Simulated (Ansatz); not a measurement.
The reference is Y in the hcp (Mg type) structure (space group P6_3/mmc, No. 194; a = 3.681 Å, c = 5.721 Å; relaxed with 0.1 eV smearing).

Calculations: r2SCAN (Ansatz, a first-principles code, PAW, no SOC), earlier PAW set.

Before the change:

- Pressure: 0.0 GPa
- Band gap: zero

Modification: every lattice vector is stretched by 4.95 %; the atoms relax in the strained cell.

What does the calculation give for the energy relative to the base after the change?

The energy rises by 83 meV/atom.

Predict the new pressure.

The pressure (mean of the normal stresses, compression positive) goes from zero to -4.6 GPa.

Estimate the effect on the band gap.

The band gap is still zero.

Stability against distortions was not tested. The final runs are not spin-polarised.
